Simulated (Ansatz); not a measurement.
A computed series for hypothetical cubic Laves (MgCu2 type) Sn2Pt: response to strain

The reference is Sn2Pt in the cubic Laves (MgCu2 type) structure (space group Fd-3m, No. 227; a = 8.360 Å; a hypothetical phase, not in the database extracts checked). Axes: x, y, z lie along the cube axes.

Strains are applied to the cell and any free atomic positions relax; under biaxial strain the out-of-plane vector relaxes too.

Method: Ansatz (a program for electronic structure), PBE, PAW, cutoff 420 eV, spin-orbit coupling left out.

Notes on the quantities. pressure: mean of the normal stresses, compression positive; energy relative to the base: free energy F.

```tsv
case	pressure	energy relative to the base	shortest interatomic distance
base	0.0 GPa	0 meV/atom	2.956 Å
biaxial strain −2.30 %, plane normal [110], relaxed out of plane	0.2 GPa	-0.253 eV/atom	2.621 Å
biaxial strain −1.11 %, plane normal [110], relaxed out of plane	0.3 GPa	-0.255 eV/atom	2.621 Å
isotropic strain −1.08 %	2.3 GPa	+5.4 meV/atom	2.924 Å
isotropic strain −0.13 %	0.3 GPa	+0.1 meV/atom	2.952 Å
```

Without a gap, meshes like the base's 10×10×10 leave anisotropic stresses uncertain by several tenths of a GPa, and small strain energies with them. Whether these cells are dynamically stable was not tested. The final runs are not spin-polarised. Under biaxial strain −2.30 %, plane normal [110], relaxed out of plane and biaxial strain −1.11 %, plane normal [110], relaxed out of plane the cell ends below the base's energy or with stress of the wrong sign: the atoms slid into a distortion or the cell is elastically unstable, so the base is not a stable minimum at this level. Sn2Pt has a high density of states at the Fermi level and may be magnetic at this level.
